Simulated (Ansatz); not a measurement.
# Rock-salt TbN

Computed with LDA (plane waves, PAW; Ansatz, a program for electronic structure).

Numerical settings: plane-wave cutoff 500 eV, 14×14×14 k mesh, Fermi–Dirac smearing 0.05 eV, spin-polarised with parallel moments, scalar-relativistic PAW data made under PBE.

Cell (relaxed at this level):

```yaml
crystal:
  lattice:
    - [0.00000, 2.38613, 2.38613]
    - [2.38613, 0.00000, 2.38613]
    - [2.38613, 2.38613, 0.00000]
  atoms:
    - { symbol: Tb, position: [0.00000, 0.00000, 0.00000] }
    - { symbol: N, position: [0.50000, 0.50000, 0.50000] }
```

| Property | Result |
|---|---|
| band gap | none |

Note: the magnetic order was assumed, not searched for or taken from measurement; the 4f shell is treated without U or exact exchange, so its levels and filling can be wrong; the volume lies 9 % below that of the published cell.

Spin–orbit coupling is not included.

The computed numbers hold no vibrational or temperature effects.
